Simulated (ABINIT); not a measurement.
**Worked example: self-consistent single point of KMgH₃ (Pm-3m, 5 atoms in the cell) in ABINIT**

Method: LDA (PW92), PAW (JTH v2.0 LDA PAW) (plane waves; ABINIT).

Input:

```
# KMgH3, JTH v2.0 LDA PAW
pp_dirpath "./"
pseudos "K.LDA_PW-JTH.xml, Mg.LDA_PW-JTH.xml, H.LDA_PW-JTH.xml"
acell 3*1.0
rprim
         7.5364167576    0.0000000000    0.0000000000
         0.0000000000    7.5364167576    0.0000000000
         0.0000000000    0.0000000000    7.5364167576
natom 5
ntypat 3
znucl 19 12 1
typat 1 2 3 3 3
xred
         0.0000000000    0.0000000000    0.0000000000
         0.5000000000    0.5000000000    0.5000000000
         0.5000000000    0.0000000000    0.5000000000
         0.0000000000    0.5000000000    0.5000000000
         0.5000000000    0.5000000000    0.0000000000
ecut 30
pawecutdg 60
pawxcdev 0
ixc 7
occopt 1
nband 13
kptopt 1
ngkpt 4 4 4
nshiftk 1
shiftk 0 0 0
nstep 50
tolvrs 1.0e-11
diemac 4
prtwf 0
prtden 0
```

The program printed (abridged):

```
 Symmetries : space group Pm -3 m (#221); Bravais cP (primitive cubic)

 -outvars: echo values of preprocessed input variables --------
            acell      1.0000000000E+00  1.0000000000E+00  1.0000000000E+00 Bohr
           diemac      4.00000000E+00
             ecut      3.00000000E+01 Hartree
              ixc           7
         kptrlatt        4    0    0      0    4    0      0    0    4
          kptrlen      3.01456670E+01
            natom           5
            nband          13
            ngfft          40      40      40
          ngfftdg          54      54      54
             nkpt          10
            nstep          50
             nsym          48
           ntypat           3
        pawecutdg      6.00000000E+01 Hartree
         pawxcdev           0
            rprim      7.5364167576E+00  0.0000000000E+00  0.0000000000E+00
                       0.0000000000E+00  7.5364167576E+00  0.0000000000E+00
                       0.0000000000E+00  0.0000000000E+00  7.5364167576E+00
          spgroup         221
           tolvrs      1.00000000E-11
            typat      1  2  3  3  3
           useylm           1
             xred      0.0000000000E+00  0.0000000000E+00  0.0000000000E+00
                       5.0000000000E-01  5.0000000000E-01  5.0000000000E-01
                       5.0000000000E-01  0.0000000000E+00  5.0000000000E-01
                       0.0000000000E+00  5.0000000000E-01  5.0000000000E-01
                       5.0000000000E-01  5.0000000000E-01  0.0000000000E+00
            znucl       19.00000   12.00000    1.00000

== DATASET  1 ==================================================================

 Exchange-correlation functional for the present dataset will be:
  LDA: Perdew-Wang 92 LSD fit to Ceperley-Alder data - ixc=7
 Citation for XC functional:
  J.P.Perdew and Y.Wang, PRB 45, 13244 (1992)

 Real(R)+Recip(G) space primitive vectors, cartesian coordinates (Bohr,Bohr^-1):
 R(1)=  7.5364168  0.0000000  0.0000000  G(1)=  0.1326891  0.0000000  0.0000000
 R(2)=  0.0000000  7.5364168  0.0000000  G(2)=  0.0000000  0.1326891  0.0000000
 R(3)=  0.0000000  0.0000000  7.5364168  G(3)=  0.0000000  0.0000000  0.1326891
 Unit cell volume ucvol=  4.2805022E+02 bohr^3
 Angles (23,13,12)=  9.00000000E+01  9.00000000E+01  9.00000000E+01 degrees

 Coarse grid specifications (used for wave-functions):

 getcut: wavevector=  0.0000  0.0000  0.0000  ngfft=  40  40  40
         ecut(hartree)=     30.000   => boxcut(ratio)=   2.15263

 Fine grid specifications (used for densities):

 getcut: wavevector=  0.0000  0.0000  0.0000  ngfft=  54  54  54
         ecut(hartree)=     60.000   => boxcut(ratio)=   2.05489

   5.36960592E+02                                ecore*ucvol(ha*bohr**3)

_setup2: Arith. and geom. avg. npw (full set) are    3360.109    3360.072

--- !BeginCycle
solver: {iscf: 17, nstep: 50, nline: 4, wfoptalg: 10, }
tolerances: {tolvrs: 1.00E-11, }
...

     iter   Etot(hartree)      deltaE(h)  residm     nres2
 ETOT  1  -92.926515441040    -9.293E+01 6.835E+00 2.538E+01
 ETOT  2  -93.840852037859    -9.143E-01 1.096E-02 9.661E+00
 ETOT  3  -93.825674510473     1.518E-02 2.258E-03 1.546E+00
 ETOT  4  -93.823690572664     1.984E-03 4.308E-04 2.258E-02
 ETOT  5  -93.823757329082    -6.676E-05 2.108E-04 2.590E-03
 ETOT  6  -93.823754463228     2.866E-06 9.054E-05 2.204E-04
   [... 3 lines left out ...]
 ETOT 10  -93.823754335065    -1.106E-09 3.296E-05 1.198E-08
 ETOT 11  -93.823754335089    -2.359E-11 2.849E-05 6.959E-09
 ETOT 12  -93.823754335083     5.471E-12 1.845E-05 2.185E-10
 ETOT 13  -93.823754335085    -1.549E-12 1.570E-05 1.201E-10
 ETOT 14  -93.823754335084     9.095E-13 9.813E-06 3.321E-13

 At SCF step   14       nres2   =  3.32E-13 < tolvrs=  1.00E-11 =>converged.

 Cartesian components of stress tensor (hartree/bohr^3)
  sigma(1 1)=  6.54789596E-05  sigma(3 2)=  0.00000000E+00
  sigma(2 2)=  6.54789596E-05  sigma(3 1)=  0.00000000E+00
  sigma(3 3)=  6.54789596E-05  sigma(2 1)=  0.00000000E+00

 ----iterations are completed or convergence reached----

 reduced coordinates (array xred) for    5 atoms
       0.000000000000      0.000000000000      0.000000000000
       0.500000000000      0.500000000000      0.500000000000
       0.500000000000      0.000000000000      0.500000000000
       0.000000000000      0.500000000000      0.500000000000
       0.500000000000      0.500000000000      0.000000000000
 cartesian forces (eV/Angstrom) at end:
    1     -0.00000000000000    -0.00000000000000    -0.00000000000000
    2     -0.00000000000000    -0.00000000000000    -0.00000000000000
    3     -0.00000000000000    -0.00000000000000    -0.00000000000000
    4     -0.00000000000000    -0.00000000000000    -0.00000000000000
    5     -0.00000000000000    -0.00000000000000    -0.00000000000000
 frms,max,avg= 0.0000000E+00 0.0000000E+00   0.000E+00  0.000E+00  0.000E+00 e/A
 length scales=  1.000000000000  1.000000000000  1.000000000000 bohr
              =  0.529177208590  0.529177208590  0.529177208590 angstroms
 Fermi (or HOMO) energy (hartree) =   0.06968   Average Vxc (hartree)=  -0.32327
 Eigenvalues (hartree) for nkpt=  10  k points:
 kpt#   1, nband= 13, wtk=  0.01563, kpt=  0.0000  0.0000  0.0000 (reduced coord)
  -2.63324   -1.43575   -1.43575   -1.43575   -0.98613   -0.38550   -0.38550   -0.38550
  -0.14044    0.05088    0.05088    0.27522    0.27522
 prteigrs : prtvol=0 or 1, do not print more k-points.

--- !EnergyTerms
comment             : Components of total free energy in Hartree
kinetic             :  1.32260784475821E+01
hartree             :  2.29058930447977E+01
xc                  : -6.07083369132091E+00
Ewald energy        : -4.69134380277893E+01
psp_core            :  1.25443364478141E+00
local_psp           : -7.35460923169256E+01
spherical_terms     : -4.67979526392566E+00
total_energy        : -9.38237541628002E+01
total_energy_eV     : -2.55307418971023E+03
...

-Cartesian components of stress tensor (GPa)         [Pressure= -1.9265E+00 GPa]
- sigma(1 1)=  1.92645718E+00  sigma(3 2)=  0.00000000E+00
- sigma(2 2)=  1.92645718E+00  sigma(3 1)=  0.00000000E+00
- sigma(3 3)=  1.92645718E+00  sigma(2 1)=  0.00000000E+00

 Calculation completed.
```

The run converged in 14 iterations.

The starting cell comes from a database of computed structures (which also holds hypothetical and non-ambient phases and stackings), without a prior relaxation at this level.
